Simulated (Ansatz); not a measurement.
# CdSe: energy against volume

CdSe (zinc blende, F-43m, 28.116 Å³/atom and stress up to 0.01 GPa in the relaxed cell, cube axes along x, y and z) under an equal strain ε along all three axes. PBEsol in Ansatz, a plane-wave DFT program (PAW, default set), 420 eV, 9×9×9 Γ-centred mesh, Fermi-Dirac smearing 0.05 eV; ions are relaxed, or left where forces stay under 0.02 eV/Å, within the symmetry of each cell.

Here V stands for volume and E for E less E0.

```csv
volume (Å³/atom),E less E0 (meV/atom),pressure (GPa)
26.4628,17.77,3.64
26.8699,9.81,2.63
27.2812,4.29,1.69
27.6966,1.06,0.81
28.1163,0.00,0.00
28.5401,1.01,-0.75
28.9682,3.95,-1.45
29.4006,8.75,-2.09
29.8372,15.28,-2.69
30.7234,?,?
```

The 9 complete rows are fitted with the third-order Birch-Murnaghan form, a cubic in V^(-2/3), E against V. With u = V^(-2/3) - 0.1082, the rows have u = 0.0044098, 0.0032695, 0.0021463, 0.0010402, -0.0000497, -0.0011230, -0.0021805, -0.0032226, -0.0042492. Least squares gives E = 0.005 + 93.8·u + 879887·u² + 2783371·u³. Residuals (row less fit): 0.002, -0.005, 0.003, 0.002, -0.003, 0.005, -0.005, 0.003, 0.000; standard error 0.004 (degrees of freedom: 5). Its minimum lies at u = -0.0000533, so V0 = (0.1081467)^(-3/2) = 28.12. There d²E/du² = 1759000 and d³E/du³ = 1.670e7, so B0 = (4/9) × 28.12^(-7/3) × 1759000 × 0.160218 = 52.1 GPa (the last factor turns the table's units into GPa), and B0' = 4 + (2/3) × 0.1081467 × (1.670e7)/1759000 = 4.7. B0' rests on the cubic coefficient alone and has a standard error of 0.1 from these residuals.

Q: Estimate the missing E (V = 30.7234); what did the run itself give?

A: u = -0.0062578, so E = 0.005 + 93.8 × (-0.0062578) + 879887 × (-0.0062578)² + 2783371 × (-0.0062578)³ = 33.192 meV/atom. The calculation gives 33.17 meV/atom, 0.022 meV/atom below the prediction (0.1 % of the range of E in the table). The row lies outside the fitted rows, so this is an extrapolation. The scatter of the fitted rows lies at the last printed digit.

Other structures, which can take over under pressure, weren't tried. The same form fitted to the pressure column gives B0' = 4.7; series where the two differ by over 0.4 aren't shown. CdSe stands in this structure, whereas wurtzite is the usual form. Rows are the converged runs of the series near zero and its far end, less any whose ions stayed unrelaxed beside relaxed ones; series whose fitted rows scatter by over a few per cent of the range, as at a crossing or softening among them, aren't shown in this form.
